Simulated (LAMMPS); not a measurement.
Melts of TiO2 (rutile) cooled to 300 K at several rates.

Level of theory: classical MD, Buckingham potential of Matsui and Akaogi, Mol. Simul. 6, 239 (1991), as tabulated by Reinhardt, J. Chem. Phys. 151, 064505 (2019), used with rigid ions (no shells), PPPM sums, short-range terms cut at 10 Å, modified for these runs by an r^-4 repulsive force inside the short-range force's maximum; code LAMMPS.

```csv
cooling rate (K/s),state,density,coordination number of O by Ti,rough cost
3e+12,glass,4.19 g/cm³ (one sample),3.04 (counted to 2.62 Å),80 core-minutes
1e+13,glass,4.18 g/cm³ (one sample),3.04 (counted to 2.58 Å),40 core-minutes
1e+14,glass,4.10 g/cm³ (one sample),2.96 (counted to 2.50 Å),7 core-minutes
```

Costs are rough and include melting and analysis.
